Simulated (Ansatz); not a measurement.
Levels about the gap of amorphous Hf18O37Mg (56 atoms in a cell of 721 Å³, 8.82 g/cm³; zone centre alone, so wide bands show as single levels with stretches between that a denser mesh fills), at the geometry that PBE relaxed, where it gives 0.8 GPa on a denser mesh. The participation number counts the atoms over which a state spreads; weights are charges in smoothed Voronoi cells. The levels come from a single point, so bond lengths are those of that geometry. Method of the levels: PBE, scalar-relativistic without spin-orbit coupling (Ansatz, a first-principles code). Sampling: the zone centre alone; Fermi-Dirac width 0.02 eV; no spin polarisation. At PBE the levels at the filled edge of the gap are localised (band-tail or defect states).

A CHGNet melt-quench gave the starting glass, which DFT then relaxed. O atoms were pushed apart under 1.9 Å during the dynamics, to hinder bonds among them. The hot cell started wider than the set density and was brought back towards it in steps. It is the lowest in DFT energy of 2 quenches. It is a model cell: composition and starting density were chosen by hand, and all elements were melted together. No dispersion term was used. Its density started from a set value of 8.82 and ended at 8.82 g/cm³. Cooling (nominally 380 K/ps over its main leg) ran many orders faster than in experiment, which tends to leave more defects and strain. One small periodic cell is one sample of the glass; other quenches scatter about these values. The volume was held where the preparation left it and the shape relaxed, at a PBE pressure of 0.8 GPa. Stress components on the final sampling reach 0.9 GPa.

```json
[
 {"E - E(highest filled), eV": "-0.32", "filling": "filled", "participation number": "14.8", "largest on": "O, 2 neighbours", "weight O": "0.95", "weight Hf": "0.05", "weight Mg": "0.00"},
 {"E - E(highest filled), eV": "-0.31", "filling": "filled", "participation number": "21.4", "largest on": "O, 3 neighbours", "weight O": "0.95", "weight Hf": "0.05", "weight Mg": "0.00"},
 {"E - E(highest filled), eV": "-0.25", "filling": "filled", "participation number": "17.5", "largest on": "O, 3 neighbours", "weight O": "0.95", "weight Hf": "0.05", "weight Mg": "0.00"},
 {"E - E(highest filled), eV": "-0.16", "filling": "filled", "participation number": "12.1", "largest on": "O, 3 neighbours", "weight O": "0.95", "weight Hf": "0.05", "weight Mg": "0.00"},
 {"E - E(highest filled), eV": "-0.13", "filling": "filled", "participation number": "10.9", "largest on": "O, 3 neighbours", "weight O": "0.95", "weight Hf": "0.05", "weight Mg": "0.00"},
 {"E - E(highest filled), eV": "-0.11", "filling": "filled", "participation number": "13.3", "largest on": "O, 3 neighbours", "weight O": "0.94", "weight Hf": "0.05", "weight Mg": "0.00"},
 {"E - E(highest filled), eV": "0.00", "filling": "filled", "participation number": "9.8", "largest on": "O, 4 neighbours", "weight O": "0.96", "weight Hf": "0.04", "weight Mg": "0.00"},
 {"E - E(highest filled), eV": "3.89", "filling": "empty", "participation number": "21.7", "largest on": "Hf, 7 neighbours", "weight O": "0.41", "weight Hf": "0.59", "weight Mg": "0.00"},
 {"E - E(highest filled), eV": "4.05", "filling": "empty", "participation number": "23.9", "largest on": "Hf, 6 neighbours", "weight O": "0.42", "weight Hf": "0.58", "weight Mg": "0.00"},
 {"E - E(highest filled), eV": "4.21", "filling": "empty", "participation number": "32.3", "largest on": "Hf, 6 neighbours", "weight O": "0.45", "weight Hf": "0.54", "weight Mg": "0.00"},
 {"E - E(highest filled), eV": "4.31", "filling": "empty", "participation number": "31.7", "largest on": "Hf, 6 neighbours", "weight O": "0.47", "weight Hf": "0.52", "weight Mg": "0.01"},
 {"E - E(highest filled), eV": "4.49", "filling": "empty", "participation number": "30.5", "largest on": "Hf, 6 neighbours", "weight O": "0.42", "weight Hf": "0.58", "weight Mg": "0.00"},
 {"E - E(highest filled), eV": "4.54", "filling": "empty", "participation number": "21.3", "largest on": "Hf, 6 neighbours", "weight O": "0.40", "weight Hf": "0.59", "weight Mg": "0.01"},
 {"E - E(highest filled), eV": "4.60", "filling": "empty", "participation number": "27.2", "largest on": "Hf, 6 neighbours", "weight O": "0.38", "weight Hf": "0.62", "weight Mg": "0.00"}
]
```

Most localised among these is the filled level at +0.00 eV, on a O atom, which has 4 neighbours (Hf 2.11 Å, Hf 2.26 Å, Hf 2.37 Å, Hf 2.43 Å).
